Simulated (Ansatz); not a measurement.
Data:

```yaml
crystal:
  lattice:
    - [0.04164, 2.91212, 2.91212]
    - [2.91212, 0.04164, 2.91212]
    - [2.95377, 2.95377, 0.00000]
  atoms:
    - { symbol: Cd, position: [0.00319, 0.00319, 0.99681] }
    - { symbol: S, position: [0.24681, 0.24681, 0.25319] }
```

No spin polarisation.

Method: PBEsol (Ansatz, a program for electronic structure; PAW; 420 eV plane waves; no spin-orbit coupling). Γ-centred 10×10×10 mesh, Fermi–Dirac width 0.05 eV.

Predict the pressure, gap character, valence-band top at Γ and band gap.


* **Pressure (mean of the normal stresses, compression positive)**: -0.01 GPa
* **Gap character**: direct at Γ
* **Valence-band top at Γ (three highest levels, from the VBM)**: 0.00, -0.06, -0.11 eV
* **Band gap**: 0.95 eV

The cells carry an imposed strain or load. Whether these cells are dynamically stable was not tested. The cell was made from CdS in the zinc blende structure (space group F-43m, No. 216) by this change: tensor shear ε_xy = +1.43 %.
